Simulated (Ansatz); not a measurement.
Consider the formation energy of W_Al in Al (fcc, Fm-3m). Reaction: 63 Al (fcc) + W (bcc) → cell A.

Cell A: a supercell of 64 sites of Al (fcc, Fm-3m) with W on an Al site (12 Al at 2.81 Å); spin state with PBE: run without spin, k-point mesh 4×4×4.
```
CELL_PARAMETERS angstrom
     11.42845     0.00000     0.00000
      5.71423     9.89733     0.00000
      5.71423     3.29911     9.33129
ATOMIC_POSITIONS crystal
  Al 0.00000 0.00000 0.00000
  Al 0.00000 0.00000 0.24870
  Al 0.00000 0.00000 0.50000
  Al 0.00000 0.00000 0.75130
  Al 0.00000 0.24870 0.00000
  Al 0.99832 0.25068 0.25068
  Al 0.99832 0.25068 0.50032
  Al 0.00000 0.24870 0.75130
  Al 0.00000 0.50000 0.00000
  Al 0.99832 0.50032 0.25068
  Al 0.00000 0.50000 0.50000
  Al 0.00168 0.49968 0.74932
  Al 0.00000 0.75130 0.00000
  Al 0.00000 0.75130 0.24870
  Al 0.00168 0.74932 0.49968
  Al 0.00168 0.74932 0.74932
  Al 0.24870 0.00000 0.00000
  Al 0.25068 0.99832 0.25068
  Al 0.25068 0.99832 0.50032
  Al 0.24870 0.00000 0.75130
  Al 0.25068 0.25068 0.99832
  Al 0.25000 0.25000 0.25000
  Al 0.25068 0.25068 0.50032
  Al 0.24743 0.24743 0.75257
  Al 0.25068 0.50032 0.99832
  Al 0.25068 0.50032 0.25068
  Al 0.25383 0.50000 0.50000
  Al 0.25383 0.50000 0.74617
  Al 0.24870 0.75130 0.00000
  Al 0.24743 0.75257 0.24743
  Al 0.25383 0.74617 0.50000
  Al 0.24743 0.75257 0.75257
  Al 0.50000 0.00000 0.00000
  Al 0.50032 0.99832 0.25068
  Al 0.50000 0.00000 0.50000
  Al 0.49968 0.00168 0.74932
  Al 0.50032 0.25068 0.99832
  Al 0.50032 0.25068 0.25068
  Al 0.50000 0.25383 0.50000
  Al 0.50000 0.25383 0.74617
  Al 0.50000 0.50000 0.00000
  Al 0.50000 0.50000 0.25383
  W  0.50000 0.50000 0.50000
  Al 0.50000 0.50000 0.74617
  Al 0.49968 0.74932 0.00168
  Al 0.50000 0.74617 0.25383
  Al 0.50000 0.74617 0.50000
  Al 0.49968 0.74932 0.74932
  Al 0.75130 0.00000 0.00000
  Al 0.75130 0.00000 0.24870
  Al 0.74932 0.00168 0.49968
  Al 0.74932 0.00168 0.74932
  Al 0.75130 0.24870 0.00000
  Al 0.75257 0.24743 0.24743
  Al 0.74617 0.25383 0.50000
  Al 0.75257 0.24743 0.75257
  Al 0.74932 0.49968 0.00168
  Al 0.74617 0.50000 0.25383
  Al 0.74617 0.50000 0.50000
  Al 0.74932 0.49968 0.74932
  Al 0.74932 0.74932 0.00168
  Al 0.75257 0.75257 0.24743
  Al 0.74932 0.74932 0.49968
  Al 0.75000 0.75000 0.75000
```

Reference: Al (fcc, Fm-3m), 64 atoms in the cell, the relaxed perfect crystal repeated, atoms not moved again, k-point mesh 4×4×4 on the run's own vectors.

Reference: W (bcc, Im-3m), 1 atom in the cell; spin state with PBE: run without spin, k-point mesh 26×26×26 on the run's own vectors. Conventional cell: a = 3.184 Å, b = 3.184 Å, c = 3.184 Å, α = 90.00°, β = 90.00°, γ = 90.00°.

Plane-wave PAW calculations with Ansatz (a program for electronic structure), its PAW set soft_1, cutoff 420 eV, 500 eV for r2SCAN. The structures are at rest with PBE, within the held lattices; other levels are single points on them. Neutral cells; Fermi-Dirac smearing of at most 0.10 eV in the solids, energies taken to zero width. The lattices are those relaxed with PBE, so at other levels the solids can be strained, which adds to the spread. Larger cells are relaxed from a start prepared with the learned potential CHGNet, on a coarser mesh till forces fall under 0.03 eV/Å, which some starts already meet. A dispersion term (D3(BJ), or D4 for r2SCAN) was computed beside these levels and is taken off wherever the name lacks it. Space groups of crystals are read within 0.01 Å. Static lattices, no vibrational contributions. No structure search was made; lower ones may exist. Spin-orbit coupling is left out. Values are for these cell sizes. Mesh and cell size may move defect energies by 0.1 eV or more. Cell A has symmetry Fm-3m within 0.02 Å and got no random move, so less symmetric positions, which may lie lower, weren't tried.

### Question
Predict the value from r2SCAN.

### Answer
-0.20 eV, for 63 Al (fcc) + W (bcc) → cell A.

### Question
List the value at the remaining levels and say how far they part.

### Answer
```tsv
Level	value (eV)	less r2SCAN
PBE	-0.23	-0.03
```

The levels shown span only 0.03 eV, too little to tell them apart.
